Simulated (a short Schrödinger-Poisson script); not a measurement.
System: symmetric double-gate stack, SiO2 on p-type GaAs, at 300 K.

```
layer  material  thickness (nm)  Na (cm⁻³)
-----  --------  --------------  ---------
1          SiO2             1.1          -
2          GaAs              10       9e16
3          SiO2             1.1          -
```

The device is made up for the run: typed textbook-type constants, with dimensions and the other settings drawn at random. SiO2: permittivity 3.9, conduction-band edge (eV) 3.17, gap (eV) 9, electron mass (mₑ) 0.5. GaAs: permittivity 12.9, conduction-band edge (eV) 0, gap (eV) 1.424, Nv at 300 K (cm⁻³) 9e18.

Channel valleys (confinement mass, in-plane density-of-states mass, number): Γ 0.067, 0.067, 1. At the gates, both at one voltage, the conduction-band edge of layer 1 lies 3.38 eV − eVg above the Fermi level of the channel. Gaps are held at their typed values at every temperature. Mesh 0.03 nm at interfaces.

From a short Schrödinger-Poisson script (our own, NumPy): 1D Poisson equation in equilibrium, electrons quantum, Hartree (BenDaniel-Duke, 12 states a valley, the channel's in-plane mass for all, wave functions ending at the dielectric), parabolic valleys, classical holes, full ionisation, no traps, pinning or gate leakage.

The same stack at other levels of the model or other numerical settings:

```csv
run,sheet density of all electrons at Vg = 0.9 V (cm⁻²),sheet density of all electrons at Vg = 0.3 V (cm⁻²),capacitance of both gates at Vg = 0.9 V (μF/cm²),gate voltage at 1e11 electrons/cm² (V),rough cost against the base
base,9.11e12,5.65e11,2.73,0.23,about 1
"electrons treated as classical, Boltzmann",2.03e13,1.54e12,5.69,0.18,0.07
"electrons treated as classical, Fermi-Dirac",1.15e13,1.10e12,3.11,0.18,0.2
"electrons treated as quantum, Hartree plus LDA exchange-correlation",9.55e12,6.72e11,2.77,0.22,2
mesh six times as coarse,9.12e12,5.65e11,2.73,0.23,0.3
one subband a valley,7.80e12,5.64e11,2.01,0.23,0.4
```

The classical rows ignore confinement, and Boltzmann statistics overrate the density once the band edge passes the Fermi level.

Above a few 1e12 electrons/cm² a light Γ valley is non-parabolic and upper valleys begin to fill, which the model leaves out.
